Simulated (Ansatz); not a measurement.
Base system: CdCu$_{2}$GeSe$_{4}$ (space group I-42m, No. 121).

```
CdCu2GeSe4
1.0
   -2.86511     2.86511     5.51206
    2.86511    -2.86511     5.51206
    2.86511     2.86511    -5.51206
Ge Cu Se Cd
1 2 4 1
Direct
  0.50000   0.50000   0.00000
  0.25000   0.75000   0.50000
  0.75000   0.25000   0.50000
  0.40420   0.40420   0.53438
  0.59580   0.13018   0.00000
  0.86982   0.86982   0.46562
  0.13018   0.59580   0.00000
  0.00000   0.00000   0.00000
```

Cartesian axes are those of the cell as printed.

All numbers come from PBEsol (Ansatz, a quantum-chemistry and plane-wave program), without spin-orbit coupling.

For the base:

- Pressure = 0.0 GPa
- Shortest interatomic distance = 2.382 Å
- Band gap = zero

Modification: the cell is compressed by 0.75 % along x with no lateral relaxation; the atoms relax in the strained cell.

Task: Predict the new pressure, energy relative to the base, shortest interatomic distance and band gap.

Result: The pressure (mean of the normal stresses, compression positive) goes from zero to 0.5 GPa; the energy rises by 0.4 meV/atom; the shortest interatomic distance shrinks by 0.0066 Å, from 2.382 Å to 2.376 Å; the band gap stays zero.

Stability against distortions was not tested. All final runs are without spin polarisation. Gaps under 0.05 eV, about the width of the smearing, are given as zero. The zero or small gap of CdCu2GeSe4 can change with the level of theory.
